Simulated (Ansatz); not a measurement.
Amorphous Si24O51Ga2, 77 atoms at 2.36 g/cm³, one PBE-relaxed geometry, zone centre. Methods: PBE, scalar-relativistic without spin-orbit coupling (Ansatz, a first-principles code); r2SCAN, scalar-relativistic without spin-orbit coupling (Ansatz); HSE06, scalar-relativistic without spin-orbit coupling (Ansatz). Plane waves to 420 eV (r2SCAN 500 eV); exact exchange is cut at the cell's faces. At PBE the levels at the filled edge of the gap are localised (band-tail or defect states), and the nearest spread-out levels lie 4.4 eV apart at the zone centre. All rungs ran without spin polarisation.

A CHGNet melt-quench gave the starting glass, which DFT then relaxed. O atoms were pushed apart under 1.9 Å during the dynamics, to hinder bonds among them. The hot cell started wider than the set density and was brought back towards it in steps. It is the lowest in DFT energy of 2 quenches. It is a model cell: composition and starting density were chosen by hand, and all elements were melted together. No dispersion term was used. Its density started from a set value of 2.36 and ended at 2.36 g/cm³. The quench (nominally 320 K/ps over its main leg) was far faster than any real one, so the model tends to hold more defects than a real film. A cell of this size samples the disorder only roughly. The volume was held where the preparation left it and the shape relaxed, at a PBE pressure of -2.3 GPa (tension). Stress components on the final sampling reach 2.3 GPa.

The relaxation ran on the zone centre alone. At PBE the level gap is 3.47 eV on a 2×2×2 Γ-centred mesh, and the spacing at the zone centre alone 3.47 eV.

Problem. What zone-centre spacing does r2SCAN give, roughly?

Solution. 4.07 eV (+0.60 eV against PBE).

Problem. What zone-centre spacing does HSE06 give, roughly?

Solution. 5.30 eV (+1.83 eV against PBE).

The highest filled and the lowest empty state spread over these numbers of atoms (participation numbers): PBE: 3.5 and 9.9; r2SCAN: 3.4 and 9.2; HSE06: 3.4 and 11.7.
